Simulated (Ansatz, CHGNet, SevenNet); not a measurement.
## L1₀ (CuAu-type) TiAl: properties by level of theory

Reference values: lattice constant a 2.826 Å (measured, temperature not stated, not corrected to a static lattice, P4/mmm two-atom cell, a_fct/√2; as tabulated in Zope and Mishin (2003), arXiv:cond-mat/0306298); lattice parameter c 4.077 Å (measured, temperature not stated, no zero-point or thermal correction; as tabulated in Zope and Mishin (2003), arXiv:cond-mat/0306298); elastic constant C44 109 GPa (measured, 0 K, extrapolated to 0 K, Ti-56 at.% Al crystal; axes of the face-centred tetragonal cell; as tabulated in Qi et al. (2023), arXiv:2305.11825); formation enthalpy -0.38 eV/atom (measured, temperature not stated, no zero-point or thermal correction; as tabulated in Zope and Mishin (2003), arXiv:cond-mat/0306298).

| level (code) | lattice constant a (Å) | c axis length (Å) | elastic constant C44 (GPa) | Voigt–Reuss–Hill shear modulus (GPa) | enthalpy of formation (eV/atom) |
|---|---|---|---|---|---|
| CHGNet-r²SCAN | 2.733 | … | 26.0 | … | -0.508 |
| SevenNet-l3i5 | 2.824 | 4.068 | … | 39.8 | -0.448 |
| LDA (Ansatz) | … | … | 125 | 71.0 | -0.423 |
| PBE (Ansatz) | 2.823 | … | … | … | … |
| HSE06 (Ansatz) | … | … | 125 | 84.5 | -0.451 |

Problem. What belongs in the gaps?

Solution. 
- CHGNet-r²SCAN, c axis length (Å): 4.309
- CHGNet-r²SCAN, Voigt–Reuss–Hill shear modulus (GPa): 9.21
- SevenNet-l3i5, elastic constant C44 (GPa): 62.7
- LDA (Ansatz, a quantum-chemistry and plane-wave program), lattice constant a (Å): 2.765
- LDA (Ansatz), c axis length (Å): 4.002
- PBE (Ansatz), c axis length (Å): 4.074
- PBE (Ansatz), elastic constant C44 (GPa): 112
- PBE (Ansatz), Voigt–Reuss–Hill shear modulus (GPa): 69.4
- PBE (Ansatz), enthalpy of formation (eV/atom): -0.406
- HSE06 (Ansatz), lattice constant a (Å): 2.801
- HSE06 (Ansatz), c axis length (Å): 4.088

Differences from the reference values (errors of the level alone only where the reference is corrected to a static lattice):

| level | lattice constant a (%) | lattice parameter c (%) | elastic constant C44 (%) | formation enthalpy (eV/atom) |
|---|---|---|---|---|
| CHGNet-r²SCAN | -3.29 | +5.69 | -76 | -0.128 |
| SevenNet-l3i5 | -0.07 | -0.22 | -42 | -0.068 |
| LDA | -2.16 | -1.84 | +14.7 | -0.043 |
| PBE | -0.11 | -0.07 | +2.8 | -0.026 |
| HSE06 | -0.88 | +0.27 | +14.7 | -0.071 |

Nearest: lattice constant a, not ranked (reference at room or unstated temperature); lattice parameter c, not ranked (reference at room or unstated temperature); elastic constant C44, not ranked (one source); formation enthalpy, not ranked (one source).

Machine-learned potentials (CHGNet-r²SCAN, SevenNet-l3i5) are trained on DFT data: a solid inside that data is no test of them.

Caveats: exact exchange on metals is sensitive to the k mesh and can open a false gap (HSE06); hybrids on metals are sensitive to the k mesh (HSE06). Ansatz's density-functional and Hartree–Fock values are scalar-relativistic unless marked +SOC, with PAW data made under PBE.

The crystal itself was run without spin with LDA, PBE, HSE06; a magnetic state was not tried in these runs.

Differences are worked out from the printed values.
